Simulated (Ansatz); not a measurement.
The reference is AlAs in the zinc blende structure (space group F-43m, No. 216; a = 5.674 Å). Axes: x, y, z lie along the cube axes.

Method: PBEsol, PAW, 420 eV (Ansatz, a program for electronic structure; scalar-relativistic without spin-orbit coupling), earlier PAW set.

Before the change:

The band gap is 1.34 eV. The shortest interatomic distance is 2.457 Å.

Now apply this change: uniaxial strain ε_xx = −2.15 %, all other strain components held at zero, atoms relaxed at fixed cell.

Question: Predict the new band gap, stress, hole mass, energy relative to the base and shortest interatomic distance.

Answer: The band gap falls by 0.17 eV to 1.17 eV; the stress (xx, yy, zz, yz, xz, xy; compression positive) comes out as (2.36, 1.28, 1.28, 0.00, 0.00, 0.00) GPa; the hole mass amounts to 0.12 mₑ along x, 0.46 mₑ across (at Γ); the energy goes up by 3.6 meV/atom; the shortest interatomic distance falls by 0.017 Å to 2.440 Å.

Effective masses come from finite differences of ±0.01 Å⁻¹. Whether these cells are dynamically stable was not tested.
